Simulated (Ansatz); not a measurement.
Results of HSE06 (Ansatz, a program for electronic structure, PAW) for KSrH3 (model structure, started from the KMgH3 type, Pm-3m, No. 221, 5 atoms in the cell).

Numerical settings: plane-wave cutoff 460 eV, 6×6×6 k mesh, Fermi–Dirac smearing 0.01 eV, scalar-relativistic PAW data made under PBE.

Cell (relaxed with PBEsol):

```cif
data_H3KSr
_chemical_formula_sum 'K1 Sr1 H3'
_space_group_name_H-M_alt 'P 1'
_space_group_IT_number 1
_cell_length_a 4.71935
_cell_length_b 4.71935
_cell_length_c 4.71935
_cell_angle_alpha 90.000
_cell_angle_beta 90.000
_cell_angle_gamma 90.000
loop_
_space_group_symop_operation_xyz
  'x, y, z'
loop_
_atom_site_label
_atom_site_type_symbol
_atom_site_fract_x
_atom_site_fract_y
_atom_site_fract_z
_atom_site_occupancy
K1 K 0.00000 0.00000 0.00000 1
Sr1 Sr 0.50000 0.50000 0.50000 1
H1 H 0.50000 0.00000 0.50000 1
H2 H 0.00000 0.50000 0.50000 1
H3 H 0.50000 0.50000 0.00000 1
```

**Question.** What does this level give for the band gap, smallest direct gap on the k points sampled and Γ–Γ gap?

**Answer.** 
- band gap: 3.75 eV (on the SCF k mesh)
- smallest direct gap on the k points sampled: 3.83 eV
- Γ–Γ gap: 8.65 eV

Note: the relaxation could raise the start's symmetry but not lower it, so the cell can be a saddle point; cell and atoms aren't relaxed at this level (pressure 0.7 GPa).

Spin–orbit coupling is not included.

A model structure was made by putting elements into a prototype or built by hand; it is no filed structure, need not be a known phase, and can be a saddle point held by its symmetry.
